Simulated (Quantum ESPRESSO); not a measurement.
A working Quantum ESPRESSO input for SiNi (Pnma, 8 atoms in the cell) (DFT, PBE, plane waves, PSlibrary PAW (PBE) pseudopotentials):

```fortran
&CONTROL
   calculation = 'scf',
   prefix = 'pwscf',
   outdir = './tmp/',
   pseudo_dir = './',
   verbosity = 'high',
   tprnfor = .true.,
   tstress = .true.,
/
&SYSTEM
   ibrav = 0,
   nat = 8,
   ntyp = 2,
   ecutwfc = 50,
   ecutrho = 300,
   occupations = 'smearing',
   smearing = 'gaussian',
   degauss = 0.0073499,
   nspin = 2,
   starting_magnetization(1) = 0.200,
/
&ELECTRONS
   conv_thr = 1.0d-9,
   mixing_beta = 0.3,
/
ATOMIC_SPECIES
Ni    58.6934  Ni.pbe-n-kjpaw_psl.1.0.0.UPF
Si    28.0850  Si.pbe-n-kjpaw_psl.1.0.0.UPF
ATOMIC_POSITIONS {crystal}
Ni    0.0078500000    0.2500000000    0.1873100000
Ni    0.4921500000    0.7500000000    0.6873100000
Ni    0.5078500000    0.2500000000    0.3126900000
Ni    0.9921500000    0.7500000000    0.8126900000
Si    0.3215200000    0.7500000000    0.0816600000
Si    0.1784800000    0.2500000000    0.5816600000
Si    0.8215200000    0.7500000000    0.4183400000
Si    0.6784800000    0.2500000000    0.9183400000
K_POINTS {automatic}
4 6 3  0 0 0
CELL_PARAMETERS {angstrom}
   5.1752000000     0.0000000000     0.0000000000
   0.0000000000     3.3321000000     0.0000000000
   0.0000000000     0.0000000000     5.6094000000
```

The run converged in 16 iterations: free energy E − TS -12653.6674 eV; Fermi level (on the code's own zero) 12.66 eV; pressure 1.41 GPa; largest force (vector length) 0.060 eV/Å; size of the cell's spin moment 0.00 μB. Each of these slips is then made, one at a time:

(1)
```diff
-   ntyp = 2,
+   ntyp = 1,
```

(2)
```diff
-   ecutwfc = 50,
-   ecutrho = 300,
+   ecutwfc = 25,
+   ecutrho = 150,
```

**Question.** How does each altered input end?

**Answer.** 
(1) A species count that does not match the list of species. The program stopped before any SCF iteration.
```
Error in routine read_cards (5):
species Si in ATOMIC_POSITIONS is nonexistent
```

(2) An energy in the wrong unit. The run converged in 17 iterations without an error; against the sound input the free energy goes up by 509 meV/atom, the pressure goes from 1.41 to -44.99 GPa and the largest force goes from 0.060 to 0.082 eV/Å. The full log also holds: “c_bands:  2 eigenvalues not converged”.

The starting cell comes from a database of published, mostly measured structures (it also holds non-ambient and calculated ones), without a prior relaxation at this level. The starting moments vanished: the run ended non-magnetic, which need not be the lowest state. Without a gap this mesh is coarse (it stands for a supercell whose shortest vector is 17 Å).

Left out of this page: 3 runs of the series outside the window shown, repeating another row's setting, or not comparable.
